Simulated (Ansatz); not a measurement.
The starting structures come from a database of crystals and need not be the phases stable at ambient conditions.

```
CELL_PARAMETERS angstrom
      5.86866     0.00000     0.00000
      0.00000     9.29283     0.00000
      2.93433     0.00000     2.93433
ATOMIC_POSITIONS crystal
  Ba 0.00000 0.21788 0.00000
  Ba 0.00000 0.78212 0.00000
  Ba 0.50000 0.50000 0.00000
  Zn 0.50000 0.00000 0.00000
  N  0.50000 0.80054 0.00000
  N  0.50000 0.19946 0.00000
  O  0.00000 0.50000 0.00000
```

Space group of this cell: P4/mmm. The cell is taken as given; by r2SCAN its mean pressure is -2.4 GPa.

Transport runs along the normal of the first two printed cell vectors, the (110) plane of the conventional cell.

The gap is the functional's own. No spin-orbit coupling. Mid-gap values are interpolated on the energy grid.

Problem. State the band gap and the smallest decay constant κ at mid-gap according to r2SCAN (Ansatz, an electronic-structure program).

Solution. Gap 0.74 eV on a 10×4×10 mesh; κ = 0.159 1/Å, at (0.000, 0.500) of the in-plane reciprocal vectors. At the zone centre, at the nearest computed energy, the slowest state has κ = 0.18 1/Å.
